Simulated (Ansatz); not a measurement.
The starting structures come from a database of crystals and need not be the phases stable at ambient conditions.

Inside the gap of an insulator the Bloch states are evanescent, with a wavenumber k + iκ along the transport direction.

```yaml
crystal:
  lattice:
    - [6.79975, 0.00000, 0.00000]
    - [0.00000, 7.67688, 0.00000]
    - [3.39988, 3.83844, 7.26110]
  atoms:
    - { symbol: K, position: [0.18411, 0.38427, 0.63178] }
    - { symbol: K, position: [0.81589, 0.61573, 0.36822] }
    - { symbol: K, position: [0.31589, 0.01605, 0.36822] }
    - { symbol: K, position: [0.68411, 0.98395, 0.63178] }
    - { symbol: K, position: [0.75000, 0.50000, 0.00000] }
    - { symbol: K, position: [0.25000, 0.50000, 0.00000] }
    - { symbol: In, position: [0.25000, 0.00000, 0.00000] }
    - { symbol: In, position: [0.75000, 0.00000, 0.00000] }
    - { symbol: P, position: [0.59683, 0.28624, 0.80634] }
    - { symbol: P, position: [0.40317, 0.71376, 0.19366] }
    - { symbol: P, position: [0.90317, 0.09258, 0.19366] }
    - { symbol: P, position: [0.09683, 0.90742, 0.80634] }
```

Space group of this cell: Ibam. The cell is taken as given.

Transport runs along the normal of the first two printed cell vectors.

The gap is the functional's own. No spin-orbit coupling. Mid-gap values are interpolated on the energy grid.

Task: Compute, with r2SCAN (Ansatz, an electronic-structure program), the band gap and the smallest decay constant κ at mid-gap.

Result: Gap 1.22 eV on a 6×6×6 mesh; κ = 0.141 1/Å, at the zone centre.
